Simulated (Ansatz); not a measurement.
Input for Cu2(Zn,Cd)SnS4 alloy cell CdCu4Sn2ZnS8 (kesterite start):

Ansatz 0.2 input:
```yaml
crystal:
  lattice:
    - [5.529710761, -0.000000025, -0.000000007]
    - [-0.000000025, 5.529710765, 0.000000013]
    - [-0.000000015, 0.000000026, 11.077456418]
  atoms:
    - { symbol: Cu, position: [-0.000000002, 0.000000005, 0.005194745] }
    - { symbol: Cu, position: [0.500000014, 0.499999995, 0.494805251] }
    - { symbol: Cu, position: [-0.000000006, 0.500000008, 0.25] }
    - { symbol: Cu, position: [0.500000004, 0.000000001, 0.749999985] }
    - { symbol: Zn, position: [0.499999995, 0.000000015, 0.249999997] }
    - { symbol: Cd, position: [0.000000037, 0.49999999, 0.749999986] }
    - { symbol: Sn, position: [0.000000001, 0.000000002, 0.494216774] }
    - { symbol: Sn, position: [0.5, 0.499999969, 0.005783214] }
    - { symbol: S, position: [0.234026389, 0.756906203, 0.131038909] }
    - { symbol: S, position: [0.72008833, 0.243645892, 0.619253976] }
    - { symbol: S, position: [0.256906198, 0.265973611, 0.368961094] }
    - { symbol: S, position: [0.743645871, 0.779911652, 0.880746058] }
    - { symbol: S, position: [0.279911665, 0.756354113, 0.619253972] }
    - { symbol: S, position: [0.765973586, 0.243093807, 0.131038903] }
    - { symbol: S, position: [0.256354118, 0.220088372, 0.880746045] }
    - { symbol: S, position: [0.743093799, 0.734026363, 0.368961091] }
basis:
  ecutwfc: 420
  ecutrho_ratio: 4
  xc_grid: 2
kpoints:
  mp_grid: { grid: [4, 4, 2] }
hamiltonian:
  xc: pbe
  dispersion: none
  pseudopotentials: { kind: paw }
scf:
  n_extra_bands: 16
  occupations: { method: fermi_dirac, width: 0.01 }
output:
  forces: true
  stress: true
  eigenstates:
    kpoints:
      - [0.0, 0.0, 0.0]
      - [0.0, -0.5, -0.5]
      - [-0.5, 0.0, -0.5]
      - [-0.5, -0.5, 0.0]
    e_range: [-4.0, 6.0]
    localisation: true
relax:
  f_tol: 0.03
  max_steps: 90
  cell: { stress_tol: 0.15 }
```

Computed with PBE (plane waves to 420 eV, PAW; Ansatz, a program for electronic structure). Scalar-relativistic, without spin–orbit coupling. Its k-point mesh 4×4×2, Fermi–Dirac width 0.01 eV.

Q: What does the end of the output print (band table and long remarks left out, numbers rounded to eight decimals)?

A: 
```
SCF converged after 5 iterations
Free energy (F): -57346.103046 eV
Harris-Foulkes:  -57346.103046 eV  (|F-HF|=4.58e-10)
Internal energy: -57346.102088 eV  (E = F + TS)
E sigma→0 (E₀):  -57346.102567 eV
Entropy (-TS):   -0.000958 eV (-0.060 meV/atom)
Fermi energy:    7.880489 eV
--- Per-component energies (eV) ---
  E_band       = -2755.979921
  E_kinetic    = 3060.262650
  E_local      = -32068.055755  (includes V_loc(G=0)·N_el)
  E_nonlocal   = 2402.198980
  E_hartree    = 14508.841015
  E_xc         = -2205.684230
  E_vxc        = -1616.806452  (∫ρ·V_xc dr)
  E_paw        = -25669.852888  (= ΣΔE_a)
  E_vpaw       = -3551.260155  (= ΣTr[D̂ρ^β])
  E_aug_tail   = 0.000719  (compensation charges beyond the density's cutoff)
  E_ewald      = -17373.812580
  E_smearing   = -0.000958  (= −TS)
  E_closure    = 0.000000  (closes the sum)
  Σ components = -57346.103046   (vs F -57346.103046, Δ=0.00e0)
--- Forces (eV/Å), atoms counted from 1 ---
  atom   1  Cu    0.00000000    0.00000000     0.02065292
  atom   2  Cu     0.00000000     0.00000000    -0.02065292
  atom   3  Cu    0.00000000    0.00000000     0.00000000
  atom   4  Cu    0.00000000    0.00000000     0.00000000
  atom   5  Zn    0.00000000    0.00000000     0.00000000
  atom   6  Cd    0.00000000    0.00000000     0.00000000
  atom   7  Sn    0.00000000    0.00000000     0.01103115
  atom   8  Sn     0.00000000     0.00000000    -0.01103115
  atom   9  S     -0.00376382     0.00075891    -0.00576615
  atom  10  S      0.00380098    -0.00524374     0.00178351
  atom  11  S      0.00075891     0.00376382     0.00576615
  atom  12  S     -0.00524374    -0.00380098    -0.00178351
  atom  13  S     -0.00380098     0.00524374     0.00178351
  atom  14  S      0.00376382    -0.00075891    -0.00576615
  atom  15  S      0.00524374     0.00380098    -0.00178351
  atom  16  S     -0.00075891    -0.00376382     0.00576615
  max |Σ_I F_I| component: 1.01e-16 eV/Å
--- Stress (GPa, compression-positive) ---
       -0.000318       0.000000      0.000000
       0.000000      -0.000318      0.000000
       0.000000      0.000000       0.000208
  P = ⅓ Tr σ = -0.0001 GPa (-0.001 kbar)
--- Relaxed structure (3 steps of the walk, 3 accepted, 1 SCFs on fresh bases) ---
  F+E_penalty+E_count = -57346.10304564 eV   max|allowed force component| = 2.065e-2 eV/Å   (the final SCF, on the basis selected at the relaxed cell)
  cell:  # Å, volume = 338.2316 Å³
    - [5.51997677, 0.0, 0.0]
    - [0.0, 5.51997677, 0.0]
    - [0.0, 0.0, 11.10042735]
  atoms:
    - { symbol: Cu, position: [0.0, 0.0, 0.00636760] }
    - { symbol: Cu, position: [0.5, 0.5, 0.49363240] }
    - { symbol: Cu, position: [0.0, 0.5, 0.25000000] }
    - { symbol: Cu, position: [0.50000000, 0.0, 0.75000000] }
    - { symbol: Zn, position: [0.50000000, 0.0, 0.25] }
    - { symbol: Cd, position: [0.0, 0.5, 0.75000000] }
    - { symbol: Sn, position: [0.0, 0.0, 0.49385955] }
    - { symbol: Sn, position: [0.50000000, 0.5, 0.00614045] }
    - { symbol: S, position: [0.23291620, 0.75695858, 0.13266847] }
    - { symbol: S, position: [0.71987929, 0.24433594, 0.61936949] }
    - { symbol: S, position: [0.25695858, 0.26708380, 0.36733153] }
    - { symbol: S, position: [0.74433594, 0.78012071, 0.88063051] }
    - { symbol: S, position: [0.28012071, 0.75566406, 0.61936949] }
    - { symbol: S, position: [0.76708380, 0.24304142, 0.13266847] }
    - { symbol: S, position: [0.25566406, 0.21987929, 0.88063051] }
    - { symbol: S, position: [0.74304142, 0.73291620, 0.36733153] }
```

Cost: very roughly 2.7 core-minutes.
